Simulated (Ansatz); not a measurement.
Amorphous Hf₃₆O₇₂H₄, 112 atoms at 8.34 g/cm³, one PBE-relaxed geometry, zone centre. Methods: PBE, scalar-relativistic without spin-orbit coupling (Ansatz, a first-principles code); r2SCAN, scalar-relativistic without spin-orbit coupling (Ansatz). Plane waves to 420 eV (r2SCAN 500 eV). The usual formal charges leave 4 electrons over, so the level spacing at the Fermi energy parts defect or band states and needn't be the band gap. At PBE the levels at the filled edge of the gap are localised (band-tail or defect states), and the nearest spread-out levels lie 4.0 eV apart at the zone centre. The higher rungs were started with moments on some atoms, which died out.

A CHGNet melt-quench gave the starting glass, which DFT then relaxed. O atoms were pushed apart under 1.9 Å during the dynamics, to hinder bonds among them. The hot cell started wider than the set density and was brought back towards it in steps. It is the lowest in DFT energy of 8 quenches. It is a model cell: composition and starting density were chosen by hand, and all elements were melted together. No dispersion term was used. Its density started from a set value of 8.15 and ended at 8.34 g/cm³. Cooling (nominally 810 K/ps over its main leg) ran many orders faster than in experiment, which tends to leave more defects and strain. One small periodic cell is one sample of the glass; other quenches scatter about these values. Volume and shape were free in the relaxation.

The relaxation ran on the zone centre alone. At PBE the level spacing at the Fermi energy is 1.24 eV on a 2×2×2 Γ-centred mesh, and the spacing at the zone centre alone 1.29 eV.

What zone-centre spacing does r2SCAN give, roughly?

1.50 eV (+0.21 eV against PBE).

The highest filled and the lowest empty state spread over these numbers of atoms (participation numbers): PBE: 10.6 and 25.6; r2SCAN: 9.3 and 21.8.
